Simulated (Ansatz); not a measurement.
**Perfect silicon, 5x5x5 cubic cells**

Cell 27.35 × 27.35 × 27.35 Å, Si1000, 1000 atoms. 

All values below come from PBE, support functions at accuracy medium on the grid of 420 eV (PAW; Ansatz, a quantum-chemistry and plane-wave program).

Basis: localised support functions (accuracy medium) on a full density matrix. k-points: zone centre alone; occupations: fixed; spin polarisation not allowed. Scalar-relativistic, no spin-orbit coupling.

```
Item                                                                                                 Result
----------------------------------------  -----------------------------------------------------------------
Kohn-Sham gap of the cell on its k-mesh                                                             0.62 eV
coordination (neighbours within 2.842 Å)                                                     100.0 % 4-fold
Si-Si bonds, mean ± spread                                                                  2.369 ± 0.000 Å
bond angles, mean ± spread                                                                    109.5° ± 0.0°
pressure                                                                                           0.02 GPa
cost of the final run                     about 80 core-minutes (a rough figure), 15 SCF iterations, 19 GiB
```
